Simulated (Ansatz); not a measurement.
## RhSi (space group P2_13, No. 198; a cell from a computed database, its experimental status unchecked)

```cif
data_Rh4Si4
_chemical_formula_sum 'Si4 Rh4'
_space_group_name_H-M_alt 'P213'
_space_group_IT_number 198
_space_group_name_Hall 'P 2ac 2ab 3'
_cell_length_a 4.67279
_cell_length_b 4.67279
_cell_length_c 4.67279
_cell_angle_alpha 90.000
_cell_angle_beta 90.000
_cell_angle_gamma 90.000
loop_
_atom_site_label
_atom_site_type_symbol
_atom_site_symmetry_multiplicity
_atom_site_Wyckoff_symbol
_atom_site_fract_x
_atom_site_fract_y
_atom_site_fract_z
_atom_site_occupancy
Si1 Si 4 a 0.84213 0.84213 0.84213 1
Rh1 Rh 4 a 0.15256 0.15256 0.15256 1
```

The values are results of Ansatz (a first-principles code) PBEsol, spin-orbit coupling left out, earlier PAW set, not measurements. Γ-centred 10×10×10 mesh, Fermi–Dirac width 0.05 eV.

| Quantity | Result |
|---|---|
| Volume per atom | 12.75 Å³ |
| Density | 8.53 g/cm³ |
| Band gap | zero |
| Total energy | -3481.026 eV/atom (σ→0; compares only within this code and set-up) |

Whether these cells are dynamically stable was not tested. All final runs are without spin polarisation.
